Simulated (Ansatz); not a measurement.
Worked example: self-consistent single point of LaAl3Cu (I4mm, 5 atoms in the cell) in Ansatz (an electronic-structure program)

Method: PBEsol, default PAW files made with PBE (plane waves; Ansatz).

Input as run:

Ansatz 0.2 input:
```yaml
crystal:
  lattice:
    - [-2.12922500, 2.12922500, 5.30751900]
    - [2.12922500, -2.12922500, 5.30751900]
    - [2.12922500, 2.12922500, -5.30751900]
  atoms:
    - { symbol: La, position: [1.00190000, 1.00190000, 0.00000000] }
    - { symbol: Al, position: [0.40289000, 0.40289000, 0.00000000] }
    - { symbol: Al, position: [0.24655000, 0.74655000, 0.50000000] }
    - { symbol: Al, position: [0.74655000, 0.24655000, 0.50000000] }
    - { symbol: Cu, position: [0.63082000, 0.63082000, 0.00000000] }
basis:
  ecutwfc: 420.0
kpoints:
  mp_grid: { grid: [11, 11, 11] }
hamiltonian:
  xc: pbesol
  pseudopotentials: { kind: paw }
scf:
  occupations: { method: gaussian, width: 0.1 }
output:
  forces: true
  eigenvalues: true
  stress: true
```

Output, abridged:

```
WARN ansatz: RAYON_NUM_THREADS=1 ignored (pool sized by the plan → 1); use --threads N
basis.fft_grid_basis auto: the FFT boxes are laid along the combinations [[1, 0, 1], [0, 1, 1], [0, 0, 1]] of the cell's own vectors, 4.258, 4.258 and 6.102 Å …
Pseudopotentials: kind: paw
Pseudopotential: La, paw, valence charge 11
Pseudopotential: Al, paw, valence charge 3
Pseudopotential: Cu, paw, valence charge 19
Crystal: 5 atoms, lattice volume = 96.249 Å³
Basis set: ecut = 420 eV, 1873 PW (Γ), FFT grids on a1+a3, a2+a3, a3, exchange–correlation on 60×60×90 points (8 copies of the dense FFT grid, shifted against one another)
Bands: 25, of which v1, the nominal top of the filled ones, is band 20 counted from 1 (19 counted from 0)
Symmetry: 8 space group operations
Space group: I4mm (ITA 107), of the structure as read, at distance tolerance 4.6e-5 Å
k-points: 126 of 1331 (time reversal used)
PAW frozen core: La, regenerated for the run's functional, and the local potential with it
PAW frozen core: Al, regenerated for the run's functional, and the local potential with it
PAW frozen core: Cu, regenerated for the run's functional, and the local potential with it
Initial density: superposition of atomic densities (neutral atoms: chi_scale 0, normalization atom), corrected by the library's trained network
Initial wavefunctions: pseudopotential atomic-orbital guess
Eigensolver: davidson
Functional: x = pbesol(κ = 0.804, μ = 0.12345679012345678), c = pbesol(β = 0.046)
SCF iter   1: F=—  HF=-14326.052568 eV  |F-HF|=—  |Δ(HF+E_count)|=         —  Δρ=5.70e-3  dr2=3.63e-2  ethr=1.77e-3  ⟨swp⟩=5.8  Hψ=14327  notcnv=0
all-band conjugate gradients solve this SCF's bands
preconditioner: auto → Kerker (q_TF=auto, 2.347 Å⁻¹)
SCF iter   2: F=—  HF=-14326.051556 eV  |F-HF|=—  |Δ(HF+E_count)|=   1.01e-3  Δρ=6.44e-3  dr2=3.69e-2  ethr=9.32e-5  ⟨swp⟩=2.5  Hψ=6441  notcnv=0  defer=58
SCF iter   3: F=—  HF=-14326.046131 eV  |F-HF|=—  |Δ(HF+E_count)|=   5.43e-3  Δρ=2.25e-3  dr2=7.55e-3  ethr=9.32e-5  ⟨swp⟩=2.0  Hψ=4297  notcnv=0  defer=58
SCF iter   4: F=—  HF=-14326.044265 eV  |F-HF|=—  |Δ(HF+E_count)|=   1.87e-3  Δρ=3.61e-4  dr2=3.38e-4  ethr=1.94e-5  ⟨swp⟩=2.0  Hψ=4366  notcnv=0  defer=58
SCF iter   5: F=—  HF=-14326.044184 eV  |F-HF|=—  |Δ(HF+E_count)|=   8.09e-5  Δρ=1.63e-4  dr2=2.65e-5  ethr=8.66e-7  ⟨swp⟩=2.0  Hψ=4801  notcnv=0  defer=58
SCF iter   6: F=—  HF=-14326.044180 eV  |F-HF|=—  |Δ(HF+E_count)|=   4.43e-6  Δρ=1.78e-5  dr2=5.21e-7  ethr=6.81e-8  ⟨swp⟩=2.0  Hψ=4953  notcnv=0  defer=14
SCF iter   7: F=—  HF=-14326.044180 eV  |F-HF|=—  |Δ(HF+E_count)|=   9.75e-9  Δρ=2.33e-5  dr2=3.35e-7  ethr=2.56e-10  ⟨swp⟩=9.9  Hψ=16158  notcnv=0
SCF iter   8: F=-14326.044180 eV  HF=-14326.044180 eV  |F-HF|=5.09e-8  |Δ(HF+E_count)|=   3.51e-8  Δρ=8.11e-6  dr2=3.33e-8  ethr=2.56e-10  ⟨swp⟩=3.0  Hψ=11752  notcnv=0
SCF 1 converged in 8 iterations: F = -14326.044180 eV  dr2 = 3.33e-8
SCF converged after 8 iterations
Free energy (F): -14326.044180 eV
Harris-Foulkes:  -14326.044180 eV  (|F-HF|=5.09e-8)
Internal energy: -14326.038007 eV  (E = F + TS)
E sigma→0 (E₀):  -14326.041093 eV
Entropy (-TS):   -0.006172 eV (-1.234 meV/atom)
Fermi energy:    9.895591 eV
--- Per-component energies (eV) ---
  E_band       = -500.462085
  E_kinetic    = 561.346893
  E_local      = -6641.300803  (includes V_loc(G=0)·N_el)
  E_nonlocal   = 514.405734
  E_hartree    = 2967.131677
  E_xc         = -346.618832
  E_vxc        = -351.443119  (∫ρ·V_xc dr)
  E_paw        = -8315.091776  (= ΣΔE_a)
  E_vpaw       = -517.718343  (= ΣTr[D̂ρ^β])
  E_aug_tail   = 0.000246  (compensation charges beyond the density's cutoff)
  E_ewald      = -3066.344276
  E_core_change = 0.433129  (= ΣΔE_core)
  E_smearing   = -0.006172  (= −TS)
  E_closure    = 0.000000  (closes the sum)
  Σ components = -14326.044180   (vs F -14326.044180, Δ=0.00e0)
--- Forces (eV/Å), atoms counted from 1 ---
  atom   1  La    -0.00000000     0.00000000    -0.21133480
  atom   2  Al    -0.00000000    -0.00000000     0.13601303
  atom   3  Al    -0.00000000    -0.00000000     0.05475384
  atom   4  Al     0.00000000     0.00000000     0.05475384
  atom   5  Cu     0.00000000    -0.00000000    -0.03419692
  max |Σ_I F_I| component: 1.10e-5 eV/Å
--- Stress (GPa, compression-positive) ---
       -0.244161       0.000000       0.000000
        0.000000      -0.244161       0.000000
        0.000000      -0.000000      -0.333190
  P = ⅓ Tr σ = -0.2738 GPa (-2.738 kbar)
  The stress holds the Pulay correction. Without it, at fixed plane waves, as pw.x and ABINIT print it: P = -0.3124 GPa
--- Band table (eV; the first three rows and the last of 126) ---
  k-point 0: bands = ["-103.0065", "-60.5353", "-60.5012", "-60.5012", "-22.2809", "-6.1559", "-5.9065", "-5.9065", "0.9319", "5.6415", "5.8958", "6.1889", "6.1889", "6.5279", "6.5818", "7.1007", "8.4413", "8.4413", "9.0078", "10.5129", "11.2922", [...]
  k-point 1: bands = ["-103.0065", "-60.5353", "-60.5012", "-60.5012", "-22.2783", "-6.1492", "-5.9367", "-5.9282", "1.0896", "5.6552", "5.8194", "6.0608", "6.1833", "6.5206", "6.7681", "6.9433", "7.8804", "8.6808", "9.3200", "10.5102", "10.8285", [...]
  k-point 2: bands = ["-103.0065", "-60.5353", "-60.5012", "-60.5012", "-22.2713", "-6.1320", "-6.0097", "-5.9857", "1.5369", "5.5209", "5.5897", "5.9583", "6.2352", "6.4842", "6.7374", "7.1032", "7.3489", "8.8798", "9.2610", "9.3190", "11.6657", [...]
  k-point 125: bands = ["-103.0065", "-60.5353", "-60.5012", "-60.5012", "-22.2790", "-6.2156", "-5.9382", "-5.9071", "1.8926", "3.7879", "5.7728", "6.1475", "6.2648", "6.2654", "6.5316", "7.9827", "8.7396", "9.2067", "10.2421", "10.7178", [...]
```

The run converged in 8 iterations.

The starting cell comes from a database of computed structures (which also holds hypothetical and non-ambient phases and stackings), without a prior relaxation at this level. Its lattice was rescaled by up to half a per cent. One atom was moved a little off its site on purpose. Spin polarisation is off. Ansatz's pressure includes its estimate of the finite-basis (Pulay) stress.

Cost on one core of a shared machine: roughly 30 s.
